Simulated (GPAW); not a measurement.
Band structure of Al₃Sc (Pm-3m, 4 atoms in the cell).

```
CELL_PARAMETERS angstrom
      4.07827     0.00000     0.00000
      0.00000     4.07827     0.00000
      0.00000     0.00000     4.07827
ATOMIC_POSITIONS crystal
  Sc 0.00000 0.00000 0.00000
  Al 0.00000 0.50000 0.50000
  Al 0.50000 0.00000 0.50000
  Al 0.50000 0.50000 0.00000
```

Computed with PBE, GPAW PAW datasets PBE (gpaw-data 1.0.1) (plane waves; GPAW 25.7.0).

Settings: mode = pw; ecut = 800 eV; xc = PBE; kpts = 8 8 8; mesh shift (steps) = 0 0 0; occupations.name = methfessel-paxton; occupations.width = 0.272 eV; occupations.order = 0; nbands = -8; convergence.density = 1e-05 e/electron; convergence.energy = 1e-05 eV/electron; symmetry.symmorphic = false; symmetry.tolerance = 0.0005; maxiter = 100.

The starting cell has typed, rounded lattice constants, without a prior relaxation at this level. Its lattice was rescaled by a random factor within 2.5 % of one.

Levels in eV from the Fermi level, bands 7 to 14:
```csv
point,7,8,9,10,11,12,13,14
Γ,-2.64,-1.84,-1.84,-1.84,1.24,1.29,1.29,1.29
X,-1.74,-1.74,-1.50,0.88,0.98,0.98,1.33,1.64
M,-5.67,-4.40,-0.56,-0.56,1.18,1.37,2.09,2.51
R,-4.82,-4.52,-3.00,-3.00,-3.00,0.95,2.62,2.62
```

Bands cross the Fermi level along this path, so the cell is metallic at this level.
